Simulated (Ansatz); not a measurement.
# Hf: element substitutions

Take Hf in the hcp (Mg type) structure (space group P6_3/mmc, No. 194; a = 3.159 Å, c = 5.000 Å) as the base.

Each row replaces one element on all its sites; cell and atoms are relaxed.

All numbers come from Ansatz (a quantum-chemistry and plane-wave program) PBEsol, scalar-relativistic without spin-orbit coupling, earlier PAW set.

Candidates:
(a) Hf → Sc
(b) Hf → Lu
(c) Hf → Zr

For the base:

```
Quantity              Result
-------------------  -------
Lattice parameter a  3.159 Å
```

**Question.** Order them by lattice parameter a, highest first.

**Answer.** (b) Hf → Lu (3.445 Å), (a) Hf → Sc (3.277 Å), (c) Hf → Zr (3.185 Å)

Stability against distortions was not tested. All final runs are without spin polarisation.
